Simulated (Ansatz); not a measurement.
CdS: response to strain

Consider CdS in the zinc blende structure (space group F-43m, No. 216; a = 5.879 Å). Axes: x, y, z lie along the cube axes.

Strains are applied to the cell and any free atomic positions relax; under biaxial strain the out-of-plane vector relaxes too.

All numbers come from r2SCAN, PAW, 500 eV (Ansatz, a program for electronic structure; scalar-relativistic without spin-orbit coupling), earlier PAW set.

Notes on the quantities. energy relative to the base: free energy F.

| case | hole mass | band gap | energy relative to the base | electron mass |
|---|---|---|---|---|
| base | 0.16, 0.78, 0.78 mₑ (at Γ) | 1.54 eV | 0 meV/atom | 0.15 mₑ (at Γ) |
| biaxial strain −4.09 %, plane normal [001], relaxed out of plane | – | 1.46 eV | +14 meV/atom | 0.16 mₑ out of plane, 0.15 mₑ in plane (at Γ) |
| biaxial strain +0.76 %, plane normal [111], relaxed out of plane | 0.14 mₑ out of plane, 1.8 mₑ in plane (at Γ) | 1.48 eV | +0.9 meV/atom | 0.15 mₑ (at Γ) |
| isotropic strain −2.50 % | 0.17, 0.71, 0.71 mₑ (at Γ) | 1.71 eV | +29 meV/atom | 0.16 mₑ (at Γ) |
| isotropic strain −1.66 % | 0.17, 0.73, 0.73 mₑ (at Γ) | 1.65 eV | +13 meV/atom | 0.16 mₑ (at Γ) |

Effective masses come from finite differences of ±0.01 Å⁻¹. No phonon test of stability was made.
